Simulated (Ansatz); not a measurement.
Base system: AgCl in the rock salt structure (space group Fm-3m, No. 225; a = 5.447 Å).

Level of theory: Ansatz (a program for electronic structure), PBEsol, PAW, cutoff 420 eV, no spin-orbit coupling.

Base values:

The electron mass is 0.25 mₑ (at Γ) and the width of the top valence band is 2.56 eV. The pressure is 0.00 GPa.

Perturbation: the cell is scaled by 1.0300 in all directions, atoms relaxed at fixed cell.

Problem. How does this affect the mean gap deformation potential ΔEg/Δln V, electron mass, width of the top valence band, pressure and energy relative to the base?

Solution. The mean gap deformation potential ΔEg/Δln V is +0.2 eV; the electron mass becomes 0.26 mₑ (at Γ) (base: 0.25 mₑ (at Γ)); the width of the top valence band drops by 0.37 eV to 2.19 eV; the pressure goes from zero to -3.96 GPa; the energy goes up by 25 meV/atom.

The cells carry an imposed strain or load. Masses are band curvatures over ±0.01 Å⁻¹ around the edge. Stability against distortions was not tested.
